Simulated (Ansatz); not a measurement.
## Several settings converged on a (111) slab of YFe2 (cut from a parent of space group no. 227; 12 atoms in the cell)

```
Fe2Y
1.0
    5.21225     0.00000     0.00000
    2.60612     4.51394     0.00000
    0.00000     0.00000    20.91561
Fe Y
8 4
Cartesian
  5.64901   3.26146   7.53200
  6.95208   4.01378   9.65981
  5.64902   1.75682   9.65981
  4.34595   4.01378   9.65981
  0.43677   0.25217  11.78770
  1.73983   1.00449  13.91561
  3.04289   3.26146  13.91561
  4.34595   1.00449  13.91561
  0.43677   0.25217   6.99999
  3.04289   1.75682   8.06391
  3.04289   1.75682  11.25580
  5.64901   3.26146  12.31969
```
Moments meant for the start (each program seeds them in its own way; μB, in the order of the atoms Fe Fe Fe Fe Fe Fe Fe Fe Y Y Y Y): 4.0 4.0 4.0 4.0 4.0 4.0 4.0 4.0 0.0 0.0 0.0 0.0.

Base method: PBEsol, default PAW files made with PBE (plane waves; Ansatz, an electronic-structure program).

Base settings: basis.ecutwfc = 420 eV; kpoints.mp_grid.grid = 4 4 1; hamiltonian.xc = pbesol; hamiltonian.pseudopotentials = {kind: paw} (the program's default PAW files); magnetization.spin_polarized = true; scf.occupations.method = gaussian; scf.occupations.width = 0.1 eV.

The count of work is k-points × plane waves × bands × iterations; it is no time. Core times come from one kind of shared machine, to one figure; runs under 30 s give none.

**The vacuum**

The mesh stays at the base's, so the ladder's end is converged at best in this setting alone.

Only quantities that move along the ladder and can be compared are tabulated.

These are the values that this program gave, and no reference: magnetic slabs can end in a higher state.

| vacuum between outermost atoms (Å) | free energy less the last step's (meV/atom) | largest difference of a force vector from the last step's (eV/Å) | net moment (μB/atom) | count of work / last | core time / last (rough) |
|---|---|---|---|---|---|
| 3.0 | -169.42 | 0.829 | 1.363 | 0.36 | 0.3 |
| 4.0 | -55.61 | 0.632 | 1.393 | 0.41 | – |
| 5.0 | -11.60 | 0.279 | 1.394 | 0.56 | 0.6 |
| 6.0 | -1.50 | 0.114 | 1.389 | 0.31 | 0.3 |
| 7.0 | -0.43 | 0.052 | 1.382 | 0.33 | 0.4 |
| 8.0 | -0.43 | 0.033 | 1.379 | 0.35 | – |
| 10.0 | -0.42 | 0.018 | 1.379 | 0.40 | 0.3 |
| 12.0 | -0.31 | 0.012 | 1.378 | 0.45 | 0.3 |
| 14.0 | -0.23 | 0.009 | 1.378 | 0.50 | 0.5 |
| 17.0 | -0.14 | 0.005 | 1.378 | 0.60 | 0.5 |
| 20.0 | -0.09 | 0.003 | 1.378 | 0.69 | 0.5 |
| 30.0 | 0.00 | 0.000 | 1.378 | 1.0 | 1 |

Smallest vacuum between outermost atoms (Å) that holds the free energy within 1 meV/atom of the last step, with all finer ones: 7.0, at 0.33 of the last step's count of work and about 0.4 of the last step's time; the step before is off by 1.5 meV/atom.

**The k-point mesh**

Only quantities that move along the ladder and can be compared are tabulated.

These are the values that this program gave, and no reference: magnetic slabs can end in a higher state.

| kpoints.mp_grid.grid | free energy less the last step's (meV/atom) | largest difference of a force vector from the last step's (eV/Å) | net moment (μB/atom) | count of work / last | core time / last (rough) |
|---|---|---|---|---|---|
| 2 2 1 | -30.24 | 0.183 | 1.258 | 0.071 | – |
| 3 3 1 | -6.27 | 0.110 | 1.390 | 0.093 | 0.09 |
| 4 4 1 | -3.71 | 0.026 | 1.378 | 0.12 | 0.2 |
| 5 5 1 | -0.48 | 0.016 | 1.376 | 0.17 | 0.3 |
| 6 6 1 | 0.97 | 0.011 | 1.359 | 0.23 | 0.3 |
| 7 7 1 | 0.11 | 0.008 | 1.358 | 0.27 | 0.3 |
| 9 9 1 | 0.04 | 0.004 | 1.365 | 0.40 | 0.4 |
| 10 10 1 | 0.01 | 0.002 | 1.363 | 0.47 | 0.5 |
| 14 14 1 | -0.02 | 0.001 | 1.363 | 0.80 | 1 |
| 16 16 1 | 0.00 | 0.000 | 1.362 | 1.0 | 1 |

Coarsest kpoints.mp_grid.grid that holds the free energy within 2 meV/atom of the last step, with all finer ones: 5 5 1, at 0.17 of the last step's count of work and about 0.3 of the last step's time; the step before is off by 3.7 meV/atom.

Coarsest kpoints.mp_grid.grid that holds the net moment within 0.02 μB/atom of the last step, with all finer ones: 4 4 1, at 0.12 of the last step's count of work and about 0.2 of the last step's time; the step before is off by 0.028 μB/atom.

Coarsest kpoints.mp_grid.grid that holds the forces within 0.02 eV/Å of the last step, with all finer ones: 5 5 1, at 0.17 of the last step's count of work and about 0.3 of the last step's time; the step before is off by 0.026 eV/Å.

On the base run: the starting cell comes from a database of computed structures (which also holds hypothetical and non-ambient phases and stackings), without a prior relaxation at this level. The slab is cut from that crystal, and its faces are unrelaxed. Its lattice was rescaled by up to half a per cent. The magnetic order is the one reached from the typed start; others were not searched systematically. The two faces of this cut differ, and no dipole correction was used. In the base run, forces exceed 1 eV/Å.

Keys are those of Ansatz 0.2.
